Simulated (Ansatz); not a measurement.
Data:

```xyz
6
Lattice="4.4649 0.0000 0.0000 -2.2325 3.8667 0.0000 0.0000 0.0000 9.7582" Properties=species:S:1:pos:R:3 pbc="T T T"
Hg     3.2478     0.0000     6.5055
Hg    -1.6239     2.8127     3.2527
Hg     0.6086     1.0540     0.0000
S      2.0764     0.0000     1.6264
S     -1.0382     1.7982     8.1319
S      1.1943     2.0685     4.8791
```

No spin polarisation.

0.505 electrons added to each cell, a density of 3.0×10^21 cm⁻³, with a uniform compensating background at fixed cell and a 300 K Fermi–Dirac width.

Calculations: PBE/PAW in Ansatz (a first-principles code), no spin-orbit coupling. k-mesh 12×12×5 (Γ-centred); smearing 0.0259 eV (Fermi–Dirac).

Predict the Fermi level relative to the doped band's edge (positive inside the band; to 0.05 eV).

+0.90 eV.

What gap character does the calculation give?

Indirect, k = (0, 0.083, 0.200) in the run's primitive reciprocal basis → Γ.

Carriers are added with a uniform compensating background; total energy and stress of such cells depend on the potential's zero and are not compared; many-body gap narrowing is missing at this level. Spin-orbit coupling, missing from the scalar runs, can matter with Hg. No phonon test of stability was made. The cell was made from HgS (space group P3_221, No. 154; made of chains) by this change: electrons 3.0×10^21 cm⁻³. No dispersion term is included, though the crystal is made of layers, chains or molecules, so its spacings can come out too wide.
